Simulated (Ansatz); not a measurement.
Several settings converged on LaAl3Cu (I4mm, 5 atoms in the cell)

```yaml
crystal:
  lattice:
    - [-2.12922, 2.12922, 5.30752]
    - [2.12922, -2.12922, 5.30752]
    - [2.12922, 2.12922, -5.30752]
  atoms:
    - { symbol: La, position: [0.00190, 0.00190, 0.00000] }
    - { symbol: Al, position: [0.40289, 0.40289, 0.00000] }
    - { symbol: Al, position: [0.24655, 0.74655, 0.50000] }
    - { symbol: Al, position: [0.74655, 0.24655, 0.50000] }
    - { symbol: Cu, position: [0.63082, 0.63082, 0.00000] }
```

Base method: PBEsol, default PAW files made with PBE (plane waves; Ansatz, an electronic-structure program).

Base settings: basis.ecutwfc = 420 eV; kpoints.mp_grid.grid = 11 11 11; hamiltonian.xc = pbesol; hamiltonian.pseudopotentials = {kind: paw} (the program's default PAW files); scf.occupations.method = gaussian; scf.occupations.width = 0.1 eV.

The count of work is k-points × plane waves × bands × iterations; it is no time. Core times come from one kind of shared machine, to one figure; runs under 30 s give none.

**The k-point mesh**

The second cell is the first with its lattice scaled by 0.98.

Only quantities that move along the ladder and can be compared are tabulated.

| kpoints.mp_grid.grid | free energy less the last step's (meV/atom) | energy of the compressed cell less the first (meV/atom) | pressure (GPa) | largest difference of a force vector from the last step's (eV/Å) | count of work / last |
|---|---|---|---|---|---|
| 2 2 2 | 172.81 | 11.37 | -0.89 | 0.774 | 0.0099 |
| 4 4 4 | -4.00 | 17.93 | -0.27 | 0.071 | 0.028 |
| 6 6 6 | -1.27 | 17.85 | -0.30 | 0.056 | 0.074 |
| 8 8 8 | -0.74 | 18.09 | -0.27 | 0.022 | 0.15 |
| 10 10 10 | 0.28 | 18.14 | -0.26 | 0.001 | 0.25 |
| 11 11 11 | -0.42 | 18.06 | -0.27 | 0.004 | 0.31 |
| 13 13 13 | -0.16 | 18.09 | -0.27 | 0.004 | 0.48 |
| 17 17 17 | 0.00 | 18.07 | -0.27 | 0.000 | 1.0 |

Coarsest kpoints.mp_grid.grid that holds the pressure within 0.5 GPa of the last step, with all finer ones: 4 4 4, at 0.028 of the last step's count of work; the step before is off by 0.62 GPa.

Coarsest kpoints.mp_grid.grid that holds the free energy within 2 meV/atom of the last step, with all finer ones: 6 6 6, at 0.074 of the last step's count of work; the step before is off by 4.0 meV/atom.

Coarsest kpoints.mp_grid.grid that holds the forces within 0.01 eV/Å of the last step, with all finer ones: 10 10 10, at 0.25 of the last step's count of work; the step before is off by 0.022 eV/Å.

The energy difference between the two cells stays within 1 meV/atom of the last step's from 4 4 4 on, the total only from 8 8 8 on: much of the error is common to both cells and cancels.

**The k-point mesh at a smearing width of 0.05 eV**

In this ladder: scf.occupations.width = 0.05 eV.

The second cell is the first with its lattice scaled by 0.98.

Only quantities that move along the ladder and can be compared are tabulated.

| kpoints.mp_grid.grid | free energy less the last step's (meV/atom) | energy of the compressed cell less the first (meV/atom) | largest difference of a force vector from the last step's (eV/Å) | count of work / last |
|---|---|---|---|---|
| 4 4 4 | -3.66 | 17.81 | 0.095 | 0.018 |
| 6 6 6 | -1.23 | 17.72 | 0.060 | 0.036 |
| 8 8 8 | -0.81 | 18.05 | 0.026 | 0.071 |
| 12 12 12 | 0.06 | 17.94 | 0.008 | 0.22 |
| 18 18 18 | 0.08 | 18.01 | 0.005 | 0.66 |
| 21 21 21 | 0.00 | 18.03 | 0.000 | 1.0 |

Coarsest kpoints.mp_grid.grid that holds the forces within 0.02 eV/Å of the last step, with all finer ones: 12 12 12, at 0.22 of the last step's count of work; the step before is off by 0.026 eV/Å.

Coarsest kpoints.mp_grid.grid that holds the free energy within 1 meV/atom of the last step, with all finer ones: 8 8 8, at 0.071 of the last step's count of work; the step before is off by 1.2 meV/atom.

Coarsest kpoints.mp_grid.grid that holds the energy of the compressed cell less the first within 0.2 meV/atom of the last step, with all finer ones: 8 8 8, at 0.071 of the last step's count of work; the step before is off by 0.31 meV/atom.

The energy difference between the two cells stays within 1 meV/atom of the last step's from 4 4 4 on, the total only from 8 8 8 on: much of the error is common to both cells and cancels.

**The width of Gaussian smearing**

In this ladder: kpoints.mp_grid.grid = 18 18 18.

Narrow widths need finer meshes than wide ones, so the last steps can hold mesh noise.

Only quantities that move along the ladder and can be compared are tabulated; pressure and forces are left out, as mesh noise rules them at narrow widths.

```tsv
scf.occupations.width	free energy less the last step's (meV/atom)	energy extrapolated to zero width less the last step's (meV/atom)	core time / last (rough)
1 eV	-87.93	15.02	2
0.5 eV	-18.15	0.85	1
0.3 eV	-5.99	-0.14	1
0.1 eV	0.00	0.00	1
```

Widest scf.occupations.width that holds the free energy within 5 meV/atom: not settled: the last two steps still differ by 6.0 meV/atom, over half the tolerance, so the ladder does not show it.

Widest scf.occupations.width that holds the energy extrapolated to zero width within 1 meV/atom of the last step, with all finer ones: 0.5 eV; the step before is off by 15 meV/atom.

The extrapolation to zero width removes most of the smearing's effect on the energy.

On the base run: the starting cell comes from a database of computed structures (which also holds hypothetical and non-ambient phases and stackings), without a prior relaxation at this level. Its lattice was rescaled by up to half a per cent. One atom was moved a little off its site on purpose. Spin polarisation is off. Ansatz's pressure includes its estimate of the finite-basis (Pulay) stress.

Left out of this page: 2 runs of the series outside the window shown, repeating another row's setting, or not comparable.

Keys are those of Ansatz 0.2.
